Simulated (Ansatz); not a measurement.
**Spinel Fe2NiO4 (cell taken from a computed entry)**

Method: r²SCAN-D4 (PAW; Ansatz, an electronic-structure program).

Settings: plane-wave cutoff 500 eV, 8×8×8 k mesh, Fermi–Dirac smearing 0.05 eV, spin-polarised start, scalar-relativistic PAW data made under PBE.

Cell: relaxed at this level.

```
Item                                 Value
---------------------------  -------------
equilibrium volume per atom  10.30 Å³/atom
```

Note: the magnetic order was assumed, not searched for or taken from measurement; a distance lies near a switch of the dispersion term, which can move the cell; the relaxation could not lower the start's symmetry, so the cell can be a saddle point above a distorted one.

Computed values are for the static lattice.
